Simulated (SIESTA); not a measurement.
**Short convergence ladders for MgB₂ (P6mm, 3 atoms in the cell)**

```yaml
crystal:
  lattice:
    - [1.55272, -2.68940, 0.00000]
    - [1.55272, 2.68940, 0.00000]
    - [0.00000, 0.00000, 3.53760]
  atoms:
    - { symbol: Mg, position: [0.00000, 0.00000, 0.01413] }
    - { symbol: B, position: [0.33333, 0.66667, 0.50000] }
    - { symbol: B, position: [0.66667, 0.33333, 0.50000] }
```

Base method: GGA PBEsol, numerical atomic orbitals DZP, PseudoDojo PBEsol standard norm-conserving potentials (rewritten from UPF to PSML) (SIESTA 5.4.2).

Base settings: XC.functional = GGA; XC.authors = PBEsol; potentials = PseudoDojo PBEsol standard; PAO.BasisSize = DZP; PAO.EnergyShift = 0.01 Ry; MeshCutoff = 400 Ry; kgrid.MonkhorstPack = 4 4 3; OccupationFunction = FD; ElectronicTemperature = 1160.45 K; MaxSCFIterations = 150.

Core times come from one kind of shared machine, to one figure; runs under 30 s give none.

**The setting basis size**

Level: DFT, GGA PBEsol, numerical atomic orbitals TZP, PseudoDojo PBEsol standard norm-conserving potentials (rewritten from UPF to PSML).

Moved along: PAO.BasisSize.

The second cell is the first with its lattice scaled by 0.98.

The mesh stays at the base's, so the ladder's end is converged at best in this setting alone.

The sets are ordered by size and need not be nested.

Only quantities that move along the ladder and can be compared are tabulated.

```csv
basis (functions),energy of the compressed cell less the first (meV/atom),pressure (GPa),largest difference of a force vector from the last step's (eV/Å)
SZ (13),17.26,-0.31,0.011
DZ (22),17.37,-0.16,0.074
SZP (26),21.02,1.28,0.039
DZP (35),11.48,-0.97,0.010
TZP (44),3.32,-3.01,0.000
```

Coarsest basis (functions) that holds the pressure within 1 GPa: not settled: the last two steps still differ by 2.0 GPa, over half the tolerance, so the ladder does not show it.

Coarsest basis (functions) that holds the forces within 0.02 eV/Å: not settled: the last two steps still differ by 0.010 eV/Å, over half the tolerance, so the ladder does not show it.

Coarsest basis (functions) that holds the energy of the compressed cell less the first within 2 meV/atom: not settled: the last two steps still differ by 8.2 meV/atom, over half the tolerance, so the ladder does not show it.

Two neighbours can agree and both be off: SZ (13) and DZ (22) differ by 0.11 meV/atom in the energy of the compressed cell less the first, yet lie about 14 meV/atom from the last step.

**The relaxed cell against the cutoff**

On MgB2 (P6/mmm, 3 atoms in the cell): atoms on their sites.

In this ladder: MD.TypeOfRun = Broyden; MD.Steps = 40; MD.MaxForceTol = 0.02 eV/Ang; MD.VariableCell = true; MD.MaxStressTol = 0.05 GPa.

The mesh stays at the base's, so the ladder's end is converged at best in this setting alone.

Only quantities that move along the ladder and can be compared are tabulated.

| MeshCutoff | relaxed volume (Å³/atom) | relaxation steps | core time / last (rough) |
|---|---|---|---|
| 200 Ry (217 Ry used) | 9.864 | 10 | 0.2 |
| 240 Ry (275 Ry used) | 9.853 | 12 | 0.3 |
| 280 Ry (339 Ry used) | 9.857 | 10 | 0.3 |
| 340 Ry (351 Ry used) | 9.848 | 11 | 0.5 |
| 480 Ry (489 Ry used) | 9.843 | 14 | 0.7 |
| 600 Ry (619 Ry used) | 9.844 | 12 | 0.8 |
| 800 Ry (869 Ry used) | 9.840 | 10 | 1 |

Coarsest MeshCutoff that holds the relaxed volume within 0.02 Å³/atom of the last step, with all finer ones: 240 Ry (275 Ry used), at about 0.3 of the last step's time; the step before is off by 0.024 Å³/atom.

At the lowest cutoff the cell relaxes to a volume 0.2 % larger than at the highest.

On the base run: the starting cell has typed, rounded lattice constants, without a prior relaxation at this level. Its lattice was rescaled by up to half a per cent. One atom was moved a little off its site on purpose. Values carry the incompleteness of an atom-centred basis. Without a gap this mesh is coarse (it stands for a supercell whose shortest vector is 11 Å).

Left out of this page: 1 run of the series failed or unconverged; 1 run of the series outside the window shown, repeating another row's setting, or not comparable.
